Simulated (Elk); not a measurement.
**A self-consistent single point of FeO (Fm-3m, 2 atoms in the cell) with Elk**

Computed with Elk with PBE, all-electron FP-LAPW, Elk's shipped species files, APW+lo basis with extra local orbitals.

This input was run:

```
tasks
  0

xctype
  20

spinpol
  .true.

reducebf
  0.8

rgkmax
  7.5

gmaxvr
  16.0

nxlo
  2

lorbcnd
  .true.

rmtscf
  0.9

lmaxi
  3

nempty
  10

stype
  3

swidth
  0.00367493

avec
    0.0000000000    4.0322446924    4.0322446924
    4.0322446924    0.0000000000    4.0322446924
    4.0322446924    4.0322446924    0.0000000000

sppath
  'species/'

atoms
  2   : nspecies
  'Fe.in'   : spfname
  1   : natoms; atposl, bfcmt below
  0.0000000000  0.0000000000  0.0000000000    0.0 0.0 -2.0
  'O.in'   : spfname
  1   : natoms; atposl, bfcmt below
  0.5000000000  0.5000000000  0.5000000000    0.0 0.0 0.0

ngridk
  18 18 18
```

Output (repeated stretches shortened):

```
│ Elk code version 10.2.4 │

All units are atomic (Hartree, Bohr, etc.)

│ Ground-state run starting from atomic densities │

Lattice vectors :
   0.000000000       4.032244692       4.032244692
   4.032244692       0.000000000       4.032244692
   4.032244692       4.032244692       0.000000000

Unit cell volume      :    131.1205108
Brillouin zone volume :    1.891772782

Muffin-tin inner radius fraction :   0.1000000000E-01

Nuclei treated as point charges

Species :    1 (Fe)
 parameters loaded from : Fe.in
 name : iron
 nuclear charge    :   -26.00000000
 electronic charge :    26.00000000
 atomic mass :    101799.2074
 muffin-tin radius :    2.160000000
 number of radial points in muffin-tin :    497
 atomic positions (lattice), magnetic fields (Cartesian) :
   1 :   0.00000000  0.00000000  0.00000000    0.00000000  0.00000000 -2.00000000

Species :    2 (O)
 parameters loaded from : O.in
 name : oxygen
 nuclear charge    :   -8.000000000
 electronic charge :    8.000000000
 atomic mass :    29165.12202
 muffin-tin radius :    1.620000000
 number of radial points in muffin-tin :    297
 atomic positions (lattice), magnetic fields (Cartesian) :
   1 :   0.50000000  0.50000000  0.50000000    0.00000000  0.00000000  0.00000000

Total number of atoms per unit cell :    2

Spin treatment :
 spin-polarised
 global magnetic field (Cartesian) :    0.000000000       0.000000000       0.000000000
 collinear magnetisation in z-direction

Number of Bravais lattice symmetries :   48
Number of crystal symmetries         :   48
Crystal has inversion symmetry
Real symmetric eigensolver will be used

k-point grid :     18    18    18
k-point offset :    0.000000000       0.000000000       0.000000000
k-point set is reduced with full crystal symmetry group
Total number of k-points :      195

Muffin-tin radius times maximum |G+k| :    7.500000000
 using average radius
Maximum |G+k| for APW functions       :    3.968253968
   [... lines left out ...]
 potential will be trimmed for |G| > 2 gkmax
Constant for pseudocharge density :    9
Radial integration step length :    4

G-vector grid sizes :     30    30    30
Number of G-vectors :     9185

Maximum angular momentum used for
 APW functions                      :    8
 outer part of muffin-tin           :    6
 inner part of muffin-tin           :    3

Total nuclear charge    :   -34.00000000
Total core charge       :    12.00000000
Total valence charge    :    22.00000000
Total excess charge     :    0.000000000
Total electronic charge :    34.00000000

Effective Wigner radius, rₛ :   0.9728242070

Number of empty states         :   20
Total number of valence states :   62
Total number of core states    :   12

Conduction state local-orbitals added automatically
Total number of local-orbitals :  149

Exchange-correlation functional :     20     0     0
 Perdew-Burke-Ernzerhof, Phys. Rev. Lett. 77, 3865 (1996)
 gradient requirement :    1
 generalised gradient approximation (GGA)

Smearing type :    3
 Fermi-Dirac
Smearing width :   0.3674930000E-02
Effective electronic temperature (K) :    1160.451112

Mixing type :    3
 Broyden mixing, J. Phys. A: Math. Gen. 17, L317 (1984)

Kohn-Sham potential initialised from atomic data
│ Self-consistent loop started │
│ Loop number : 1 │
 total energy                :     -1352.32809995
 total moment                :    3.996086709
│ Loop number : 2 │
 total energy                :     -1352.38874683
 total moment                :    3.995473643
RMS change in Kohn-Sham potential (target) :    2.993072977     (  0.1000000000E-05)
Absolute change in total energy (target)   :   0.6064687587E-01 (  0.1000000000E-03)
│ Loop number : 3 │
 total energy                :     -1349.44134943
 total moment                :    3.805880763
RMS change in Kohn-Sham potential (target) :    2.282013422     (  0.1000000000E-05)
Absolute change in total energy (target)   :    2.932235685     (  0.1000000000E-03)
│ Loop number : 4 │
 total energy                :     -1350.97601938
 total moment                :    3.222045577
RMS change in Kohn-Sham potential (target) :    1.254004780     (  0.1000000000E-05)
Absolute change in total energy (target)   :   0.8016110326     (  0.1000000000E-03)
│ Loop number : 5 │
 total energy                :     -1348.28492756
   [... lines left out ...]
 total moment                :    3.987312703
RMS change in Kohn-Sham potential (target) :   0.9501387581E-05 (  0.1000000000E-05)
Absolute change in total energy (target)   :   0.5885657947E-04 (  0.1000000000E-03)
│ Loop number : 28 │
 total energy                :     -1348.13295393
 total moment                :    3.987229973
RMS change in Kohn-Sham potential (target) :   0.6068673310E-05 (  0.1000000000E-05)
Absolute change in total energy (target)   :   0.5871152098E-05 (  0.1000000000E-03)
│ Loop number : 29 │
 total energy                :     -1348.13297781
 total moment                :    3.987173904
RMS change in Kohn-Sham potential (target) :   0.3775191047E-05 (  0.1000000000E-05)
Absolute change in total energy (target)   :   0.2241698712E-04 (  0.1000000000E-03)
│ Loop number : 30 │
 total energy                :     -1348.13289551
 total moment                :    3.987088504
RMS change in Kohn-Sham potential (target) :   0.7967316343E-06 (  0.1000000000E-05)
Absolute change in total energy (target)   :   0.7669704496E-04 (  0.1000000000E-03)
Convergence targets achieved

│ Loop number : 31 │

Energies :
 Fermi                       :     0.337065823407
 sum of eigenvalues          :     -773.693158523
 electron kinetic            :      1365.07974869
 core electron kinetic       :      1208.08398687
 Coulomb                     :     -2648.58729194
 Coulomb potential           :     -2055.01982755
 nuclear-nuclear             :     -196.507966180
 electron-nuclear            :     -2849.13882396
 Hartree                     :      397.059498204
 Madelung                    :     -1621.07737816
 xc potential                :     -83.4880230255
 xc effective B-field        :    -0.264016089182
 external B-field            :      0.00000000000
 exchange                    :     -63.1758967460
 correlation                 :     -1.44779426171
 electron entropic           :    -0.167994456749E-02
 total energy                :     -1348.13291420
 (external B-field energy excluded from total)

Density of states at Fermi energy :    36.28353007
 (states/Hartree/unit cell)

Estimated indirect band gap :   0.2783712895E-03
 from k-point     15 to k-point    183
Estimated direct band gap   :   0.5483304203E-03
 at k-point     15

Charges :
 core                        :    12.00000000
 valence                     :    22.00000000
 interstitial                :    2.506399676
 muffin-tins (core leakage)
  species :    1 (Fe)
   atom    1                 :    24.27237990     (  0.1082511858E-10)
  species :    2 (O)
   atom    1                 :    7.221220424     (  0.8124418760E-07)
 total in muffin-tins        :    31.49360032
 total calculated charge     :    34.00569292
 total charge                :    34.00000000
 error                       :   0.5692923044E-02

Moments :
 interstitial                :   0.9880522645E-01
 muffin-tins
  species :    1 (Fe)
   atom    1                 :    3.584770352
  species :    2 (O)
   atom    1                 :   0.3035253877
 total in muffin-tins        :    3.888295740
 total moment                :    3.987100966

│ Self-consistent loop stopped │
```

The run converged in 31 iterations. The count includes the last loop, which Elk runs after its targets are met.

The starting cell comes from a database of computed structures (which also holds hypothetical and non-ambient phases and stackings), without a prior relaxation at this level. Its lattice was rescaled by a random factor within 2.5 % of one. The magnetic order is the one reached from the typed start; others were not searched systematically. Values depend on the basis (sphere radii, cutoffs, local orbitals), which need not be converged. The log's line on a gap gives a spacing of levels on this mesh, which the program prints for metals too.

Cost on one core of a shared machine: roughly 4 min.
